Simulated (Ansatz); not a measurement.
# SiB3 (Imma, No. 74, 32 atoms in the cell; start mp-569128)

Computed with LDA (Ansatz, a first-principles code, plane waves, PAW).

Numerical settings: plane-wave cutoff 520 eV, 8×8×8 k mesh, Fermi–Dirac smearing 0.01 eV, scalar-relativistic PAW data made under PBE.

Cell (relaxed with PBEsol):

```
B3Si
1.0
   -4.15788     6.26710     3.09970
    4.15788    -6.26710     3.09970
    4.15788     6.26710    -3.09970
Si B
8 24
Direct
  0.31332   0.33143   0.51811
  0.68668   0.66857   0.48189
  0.31332   0.79521   0.98189
  0.68668   0.20479   0.01811
  0.84807   0.00222   0.84585
  0.15193   0.99778   0.15415
  0.65637   0.00222   0.65415
  0.34363   0.99778   0.34585
  0.14933   0.72339   0.42594
  0.85067   0.27661   0.57406
  0.79746   0.72339   0.07406
  0.20254   0.27661   0.92594
  0.11498   0.39146   0.50156
  0.88502   0.60854   0.49844
  0.38990   0.61342   0.99844
  0.61010   0.38658   0.00156
  0.88502   0.38658   0.27648
  0.11498   0.61342   0.72352
  0.61010   0.60854   0.22352
  0.38990   0.39146   0.77648
  0.15291   0.47888   0.32300
  0.84709   0.52112   0.67700
  0.65588   0.82991   0.17700
  0.34412   0.17009   0.82300
  0.84709   0.17009   0.32597
  0.15291   0.82991   0.67403
  0.34412   0.52112   0.17403
  0.65588   0.47888   0.82597
  0.34128   0.27208   0.06920
  0.65872   0.72792   0.93080
  0.70288   0.27208   0.43080
  0.29712   0.72792   0.56920
```

| Quantity | Result |
|---|---|
| band gap | 1.36 eV (indirect) |
| smallest direct gap on the k points sampled | 1.39 eV |
| Γ–Γ gap | 1.55 eV |

Note: cell and atoms aren't relaxed at this level (largest force component 0.17 eV/Å, pressure -3.9 GPa).

The computed numbers hold no vibrational or temperature effects.

It cost very roughly 7 core-minutes of CPU time.

A start named mp-… is a Materials Project structure, which need not be a measured phase.
